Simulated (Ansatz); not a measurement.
Consider HfC in the rock salt structure (space group Fm-3m, No. 225; relaxed with 0.1 eV smearing).

```cif
data_C4Hf4
_chemical_formula_sum 'Hf4 C4'
_space_group_name_H-M_alt 'Fm-3m'
_space_group_IT_number 225
_space_group_name_Hall '-F 4 2 3'
_cell_length_a 4.65130
_cell_length_b 4.65130
_cell_length_c 4.65130
_cell_angle_alpha 90.000
_cell_angle_beta 90.000
_cell_angle_gamma 90.000
loop_
_atom_site_label
_atom_site_type_symbol
_atom_site_symmetry_multiplicity
_atom_site_Wyckoff_symbol
_atom_site_fract_x
_atom_site_fract_y
_atom_site_fract_z
_atom_site_occupancy
Hf1 Hf 4 a 0.00000 0.00000 0.00000 1
C1 C 4 b 0.50000 0.50000 0.50000 1
```
(The calculation used a cell of 2 atoms; values per cell refer to that cell.)

Level of theory: Ansatz (an electronic-structure program), PBE, PAW, cutoff 420 eV, scalar-relativistic without spin-orbit coupling.

Base values:

- Pressure: 0.0 GPa

Modification: every lattice vector is stretched by 1.50 %, atoms relaxed at fixed cell.

**Question.** How does this affect the energy relative to the base?

**Answer.** The energy rises by 18 meV/atom.

**Question.** Estimate the effect on the pressure.

**Answer.** The pressure goes from zero to -9.6 GPa.

The cells carry an imposed strain or load. Whether these cells are dynamically stable was not tested. The final runs are not spin-polarised.
